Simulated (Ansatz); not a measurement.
Ansatz (a program for electronic structure) run on Ba₂PbS₄ (I4/mmm, 7 atoms in the cell): self-consistent single point.

Method: PBEsol, default PAW files made with PBE (plane waves; Ansatz).

The change in words: lattice scaled by 1.03. Reference geometry:
```
CELL_PARAMETERS angstrom
     -2.49385     2.49385     8.73690
      2.49385    -2.49385     8.73690
      2.49385     2.49385    -8.73690
ATOMIC_POSITIONS crystal
  Pb 0.00000 0.00000 0.00000
  Ba 0.36075 0.36075 0.00000
  Ba 0.63925 0.63925 0.00000
  S  0.50000 0.00000 0.50000
  S  0.00000 0.50000 0.50000
  S  0.18240 0.18240 0.00000
  S  0.81760 0.81760 0.00000
```

Reference input (self-consistent single point, DFT, PBEsol, plane waves, default PAW files made with PBE): kpoints.mp_grid.grid = 8 8 8; hamiltonian.xc = pbesol; hamiltonian.pseudopotentials = {kind: paw} (the program's default PAW files); scf.occupations.method = fermi_dirac; scf.occupations.width = 0.1 eV. This run's input differs from it in these lines:

Ansatz 0.2 input:
```diff
@@ -2,13 +2,13 @@
   lattice:
-    - [-2.493855, 2.493855, 8.736899]
-    - [2.493855, -2.493855, 8.736899]
-    - [2.493855, 2.493855, -8.736899]
+    - [-2.568671, 2.568671, 8.999006]
+    - [2.568671, -2.568671, 8.999006]
+    - [2.568671, 2.568671, -8.999006]
   atoms:
     - { symbol: Pb, position_ang: [0.000000, 0.000000, 0.000000] }
-    - { symbol: Ba, position_ang: [-0.000000, 0.000000, 6.303673] }
-    - { symbol: Ba, position_ang: [-0.000000, 0.000000, 11.170125] }
-    - { symbol: S, position_ang: [0.000000, 2.493855, 0.000000] }
-    - { symbol: S, position_ang: [2.493855, 0.000000, 0.000000] }
-    - { symbol: S, position_ang: [-0.000000, 0.000000, 3.187221] }
-    - { symbol: S, position_ang: [0.000000, -0.000000, 14.286577] }
+    - { symbol: Ba, position_ang: [0.000000, -0.000000, 6.492783] }
+    - { symbol: Ba, position_ang: [-0.000000, 0.000000, 11.505229] }
+    - { symbol: S, position_ang: [0.000000, 2.568671, 0.000000] }
+    - { symbol: S, position_ang: [2.568671, 0.000000, 0.000000] }
+    - { symbol: S, position_ang: [0.000000, -0.000000, 3.282837] }
+    - { symbol: S, position_ang: [0.000000, -0.000000, 14.715175] }
 kpoints:
```

Log, with long lists cut:

```
SCF iter   1: F=—  HF=-27026.735417 eV  |F-HF|=—  |Δ(HF+E_count)|=         —  Δρ=4.00e-3  dr2=7.33e-2  ethr=1.77e-3  ⟨swp⟩=11.1  Hψ=13028  notcnv=0  defer=24
all-band conjugate gradients solve this SCF's bands
preconditioner: auto → LDOS
SCF iter   2: F=—  HF=-27026.720341 eV  |F-HF|=—  |Δ(HF+E_count)|=   1.51e-2  Δρ=1.47e-3  dr2=7.42e-3  ethr=1.26e-4  ⟨swp⟩=2.2  Hψ=3631  notcnv=0  defer=47
   [... lines left out ...]
SCF iter   4: F=—  HF=-27026.719538 eV  |F-HF|=—  |Δ(HF+E_count)|=   1.03e-4  Δρ=2.14e-4  dr2=2.35e-4  ethr=1.74e-6  ⟨swp⟩=2.3  Hψ=3551  notcnv=0  defer=47
SCF iter   5: F=—  HF=-27026.719482 eV  |F-HF|=—  |Δ(HF+E_count)|=   5.51e-5  Δρ=4.34e-5  dr2=1.18e-5  ethr=4.06e-7  ⟨swp⟩=2.0  Hψ=3249  notcnv=0  defer=48
SCF iter   6: F=—  HF=-27026.719575 eV  |F-HF|=—  |Δ(HF+E_count)|=   9.22e-5  Δρ=6.91e-6  dr2=1.20e-7  ethr=2.04e-8  ⟨swp⟩=2.0  Hψ=2449  notcnv=0  defer=48
SCF iter   7: F=-27026.719575 eV  HF=-27026.719575 eV  |F-HF|=5.85e-9  |Δ(HF+E_count)|=   4.72e-8  Δρ=1.91e-6  dr2=1.87e-8  ethr=1.72e-10  ⟨swp⟩=13.4  Hψ=12239  notcnv=0
SCF 1 converged in 7 iterations: F = -27026.719575 eV  dr2 = 1.87e-8
Free energy (F): -27026.719575 eV
Internal energy: -27026.520168 eV  (E = F + TS)
E sigma→0 (E₀):  -27026.619871 eV
Entropy (-TS):   -0.199406 eV (-28.487 meV/atom)
Fermi energy:    4.624936 eV
--- Forces (eV/Å), atoms counted from 1 ---
  atom   1  Pb     0.00000000     0.00000000    -0.00000000
  atom   2  Ba     0.00000000    -0.00000000    -0.22475439
  atom   3  Ba    -0.00000000     0.00000000     0.22475439
  atom   4  S      0.00000000     0.00000000     0.00000000
  atom   5  S      0.00000000    -0.00000000    -0.00000000
  atom   6  S     -0.00000000    -0.00000000    -0.58503375
  atom   7  S      0.00000000    -0.00000000     0.58503375
--- Stress (GPa, compression-positive) ---
       -2.879547       0.000000       0.000000
        0.000000      -2.879547       0.000000
       -0.000000       0.000000      -7.906366
  P = ⅓ Tr σ = -4.5552 GPa (-45.552 kbar)
  The stress holds the Pulay correction. Without it, at fixed plane waves, as pw.x and ABINIT print it: P = -4.5592 GPa
```

The run converged in 7 iterations. Against the reference run the free energy goes up by 60.9 meV/atom, the pressure goes from -2.00 to -4.56 GPa and the largest force goes from 0.734 to 0.585 eV/Å.

The starting cell was generated: these elements placed on a structure prototype, without a prior relaxation; it need not be a known phase or ordering of this composition. Its lattice was rescaled by a random factor within 2.5 % of one. For this run, on top of that: lattice scaled by 1.03. Spin-orbit coupling is off. Ansatz's pressure includes its estimate of the finite-basis (Pulay) stress. The run gives no clean gap (levels at the Fermi energy touch, overlap or are partly filled at this smearing), which alone does not show that the compound is a metal.
